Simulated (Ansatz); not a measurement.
## MgO in the rock salt structure (space group Fm-3m, No. 225)

```cif
data_Mg4O4
_chemical_formula_sum 'Mg4 O4'
_space_group_name_H-M_alt 'Fm-3m'
_space_group_IT_number 225
_space_group_name_Hall '-F 4 2 3'
_cell_length_a 4.21411
_cell_length_b 4.21411
_cell_length_c 4.21411
_cell_angle_alpha 90.000
_cell_angle_beta 90.000
_cell_angle_gamma 90.000
loop_
_atom_site_label
_atom_site_type_symbol
_atom_site_symmetry_multiplicity
_atom_site_Wyckoff_symbol
_atom_site_fract_x
_atom_site_fract_y
_atom_site_fract_z
_atom_site_occupancy
Mg1 Mg 4 a 0.00000 0.00000 0.00000 1
O1 O 4 b 0.50000 0.50000 0.50000 1
```
(The calculation used a cell of 2 atoms; values per cell refer to that cell.)

All numbers come from PBEsol (Ansatz, a program for electronic structure), without spin-orbit coupling. Γ-centred 13×13×13 mesh, Fermi–Dirac width 0.05 eV.

| Property | Result |
|---|---|
| Volume per atom | 9.35 Å³ |
| Density | 3.58 g/cm³ |
| Band gap | 4.62 eV, direct at Γ |
| Electron mass | 0.34 mₑ |
| Hole mass (degenerate bands, along [100]) | 0.38, 2.1, 2.1 mₑ |
| Lowest conduction-band minima above the VBM | Γ 4.62 eV |
| Total energy | -1237.936 eV/atom (σ→0; compares only within this code and set-up) |

Effective masses come from finite differences of ±0.01 Å⁻¹. No phonon test of stability was made. The base started in P3_121 and relaxed to Fm-3m at this level.
